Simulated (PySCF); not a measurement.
PySCF 2.14.0, HF/def2-svpd, df: Hf(NMe)(F)(NH2) (C[N]=[Hf]([NH2])[F]), 10 atoms. The geometry is a generated start, not checked to be a minimum at this level.

| Property | Value |
|---|---|
| task | energy |
| method | hf |
| basis | def2-svpd |
| two-electron scheme | density fitting |
| mol.max_memory | 3000 MB |
| mf.max_cycle | 100 |
| mf.init_guess | minao (default) |
| mf.DIIS | CDIIS (default) |
| mf.diis_space | 8 (default) |
| mf.conv_tol | 1e-09 (default) |
| effective core potentials | those of the basis set, past Kr |
| basis functions | 158 |

```xyz
10

Hf    -0.2074     0.9964     0.9659
N     -0.2746     0.9680    -0.9380
C     -0.0999    -0.2012    -1.7879
H      0.4064    -1.0413    -1.2766
H     -1.0662    -0.5593    -2.1724
H      0.5075     0.0703    -2.6614
F     -0.4528     2.8058     1.5317
N      0.3271    -0.6630     1.9215
H      0.4022    -0.8008     2.9263
H      0.4576    -1.5748     1.4909
```

Charge 0 and multiplicity 1 are set for this test and not shown to be the ground state.

One run each on 2 threads, 1 BLAS thread. Values of level_shift (Hartree) tried: 0 (default), 0.1, 0.3, 1.

Task: Predict the course of the Fock builds along this series.

Result: Fewest Fock builds: 0 (default) with 16. The count rises to 43 at 1. All converge to one solution.

```csv
level_shift (Hartree),Fock builds,end
0 (default),16,same solution
0.1,18,same solution
0.3,22,same solution
1,43,same solution
```
